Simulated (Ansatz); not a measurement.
BGe₂N (model structure, started from the BC2N type, R3m, No. 160, 4 atoms in the cell), treated with r²SCAN+SOC (Ansatz, an electronic-structure program, PAW).

The input as run:

Ansatz 0.2 input:
```yaml
crystal:
  lattice:
    - [1.6740481976, 0.9665121775, 5.5051857653]
    - [-1.6740481976, 0.9665121775, 5.5051857653]
    - [0.0, -1.933024355, 5.5051857653]
  atoms:
    - { symbol: B, position: [-0.0140196641, -0.0140196641, -0.0140196641] }
    - { symbol: N, position: [0.8910326698, 0.8910326698, 0.8910326698] }
    - { symbol: Ge, position: [0.5109116729, 0.5109116729, 0.5109116729] }
    - { symbol: Ge, position: [0.3620423213, 0.3620423213, 0.3620423213] }
basis:
  ecutwfc: 560
  ecutrho_ratio: 4
  xc_grid: 3
kpoints:
  mp_grid: { grid: [20, 20, 20] }
hamiltonian:
  xc: r2scan
  dispersion: none
  pseudopotentials: { kind: paw }
scf:
  occupations: { method: fermi_dirac, width: 0.05 }
  convergence: { dr2_threshold: 0.0000000004 }
output:
  forces: true
  stress: true
  eigenvalues: true
magnetization:
  noncollinear: true
  spin_orbit: true
```

Question: How many irreducible k-points, plane waves at Γ does the program set up, and what pressure does the run end with?

Answer: 781 irreducible k-points, 1629 plane waves at Γ; P = -0.38 GPa, so the cell is stretched on average and its volume would shrink at this level.

Excerpt of the program's output:

```
Crystal: 4 atoms, lattice volume = 53.444 Å³
Basis set: ecut = 560 eV, 1629 PW (Γ), FFT grids on a1−a3, a2−a3, a3, exchange–correlation on 81×81×144 points (27 copies of the dense FFT grid, shifted against one another)
Bands: 44, of which v1, the nominal top of the filled ones, is band 36 counted from 1 (35 counted from 0)
Symmetry: 6 space group operations + 6 with time reversal
k-points: 781 of 8000 (time reversal used)
Initial density: superposition of atomic densities (chi_scale 0.1, normalization cell, long waves kept (reshape's long-wave potential 0.31 eV rms))
Functional: x = r2scan, c = r2scan; τ floored in thin density (d = 2e-4 eV/Å³)
spin=Noncollinear: Kerker preconditioning applied to the charge; magnetization (m_x, m_y, m_z) channels mix plain (no charge-response kernel on spin).
SCF 1 converged in 14 iterations: F = -9140.547300 eV  dr2 = 6.48e-11
SCF converged after 14 iterations
Free energy (F): -9140.547300 eV
Internal energy: -9140.539596 eV  (E = F + TS)
E sigma→0 (E₀):  -9140.543448 eV
Fermi energy:    10.756540 eV
--- Forces (eV/Å), atoms counted from 1 ---
  atom   1  B      0.00000000    -0.00000000     0.21317988
  atom   2  N      0.00000000    -0.00000000    -0.25264232
  atom   3  Ge     0.00000000    -0.00000000     0.03109975
  atom   4  Ge    -0.00000000     0.00000000     0.00833771
--- Stress (GPa, compression-positive) ---
       -0.501452       0.000000       0.000000
        0.000000      -0.501452       0.000000
        0.000000       0.000000      -0.139437
  P = ⅓ Tr σ = -0.3808 GPa (-3.808 kbar)
```

The PAW data were made under PBE.

Note: the relaxation could raise the start's symmetry but not lower it, so the cell can be a saddle point. Note: cell and atoms aren't relaxed at this level (largest force component 0.25 eV/Å, pressure -0.4 GPa).

A model structure was made by putting elements into a prototype or built by hand; it is no filed structure, need not be a known phase, and can be a saddle point held by its symmetry.
